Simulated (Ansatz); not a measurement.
The starting structures come from a database of crystals and need not be the phases stable at ambient conditions.

```
GaAsO4
1.0
    4.98590     0.00000     0.00000
   -2.49295    12.24896     0.00000
    2.49295     1.52212     4.04074
Ga As O
3 3 12
Direct
  0.66667   0.66667   0.78182
  0.88484   0.33333   0.66667
  0.44849   0.00000   0.55151
  0.16667   0.16667   0.28003
  0.38663   0.83333   0.16667
  0.94670   0.50000   0.05330
  0.47578   0.87095   0.42806
  0.63378   0.53762   0.06721
  0.50329   0.20428   0.89188
  0.83004   0.12905   0.26612
  0.85755   0.46238   0.44146
  0.69956   0.79572   0.90527
  0.29693   0.61764   0.77843
  0.20895   0.28431   0.39498
  0.34704   0.95097   0.97367
  0.98629   0.38236   0.93835
  0.03640   0.71569   0.35967
  0.12439   0.04903   0.55490
```

Space group of this cell: P3_121. The cell is taken as given; by r2SCAN its mean pressure is -1.6 GPa.

Transport runs along the normal of the first two printed cell vectors, the (101) plane of the conventional cell.

The gap is the functional's own, uncorrected, and κ follows it; spin-orbit coupling is left out. Mid-gap values are interpolated between the computed energies.

Question: Compute, with r2SCAN in Ansatz (a program for electronic structure), the band gap and the smallest decay constant κ at mid-gap.

Answer: Gap 4.03 eV on a 8×8×8 mesh; κ = 0.359 1/Å, at the zone centre.
